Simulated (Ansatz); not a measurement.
Effect of pressure 15 GPa on ZnS

Consider ZnS in the wurtzite structure (space group P6_3mc, No. 186; a = 3.738 Å, c = 6.143 Å).

One thing is altered: a hydrostatic pressure of 15 GPa.

The values are results of Kohn–Sham DFT with the LDA functional, run in Ansatz (a program for electronic structure) with PAW and 420 eV plane waves, without spin-orbit coupling, not measurements. Settings: 10×10×6 k-points, 0.05 eV Fermi–Dirac smearing.

| quantity | base | changed | shift |
|---|---|---|---|
| volume per atom | 18.59 Å³ | 16.31 Å³ | -2.28 Å³ |
| density | 4.35 g/cm³ | 4.96 g/cm³ | +0.61 g/cm³ |
| c/a ratio | 1.643 | 1.656 | +0.013 |
| enthalpy H = E + PV relative to the base's energy | – | +1.62 eV/atom | – |
| band gap | 2.19 eV | 2.78 eV | +0.59 eV |
| gap character | direct at Γ | direct at Γ | – |
| width of the top valence band | 2.37 eV | 2.89 eV | +0.52 eV |
| electron mass | 0.15 mₑ along c, 0.18 mₑ across (at Γ) | 0.17 mₑ along c, 0.22 mₑ across (at Γ) | – |
| valence-band top at Γ (three highest levels, from the VBM) | 0.00, 0.00, -0.10 eV | 0.00, 0.00, -0.18 eV | – |

Load acts through the strain it causes; cell and atoms are relaxed under it. Effective masses come from finite differences of ±0.01 Å⁻¹. Whether these cells are dynamically stable was not tested. Tetrahedral semiconductors of this kind turn to denser phases somewhere between about 1 and 50 GPa; those were not computed, so compressed cells here can lie past the real transition.
